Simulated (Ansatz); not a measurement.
The starting structures come from a database of crystals and need not be the phases stable at ambient conditions.

 Where the default PAW files enter, the runs use the earlier of Ansatz's two default sets.

By PBEsol, the system below comes out a metal.

The ballistic (Sharvin) conductance counts the channels at the Fermi level: G/A = (e²/h) × channels of both spins per area.

Here is the system:

```
CELL_PARAMETERS angstrom
      6.17553     0.00000     0.00000
      0.00000     6.17553     0.00000
      3.08777    -3.08777     2.52364
ATOMIC_POSITIONS crystal
  Ta 0.33641 0.83641 0.00000
  Ta 0.66359 0.16359 0.00000
  Ta 0.16359 0.33641 0.00000
  Ta 0.83641 0.66359 0.00000
  Si 0.75000 0.25000 0.50000
  Si 0.25000 0.75000 0.50000
```

Space group of this cell: I4/mcm. The cell is taken as given; by PBEsol its mean pressure is -3.0 GPa.

The current flows along the normal of the first two printed cell vectors, the (001) plane of the conventional cell. No spin-orbit coupling; the value is a mean over 0.1 eV about the Fermi level.

Q: Compute, with PBEsol (Ansatz, an electronic-structure program), the ballistic conductance per area.

A: 0.47 × 10¹⁵ S/m² for both spins.
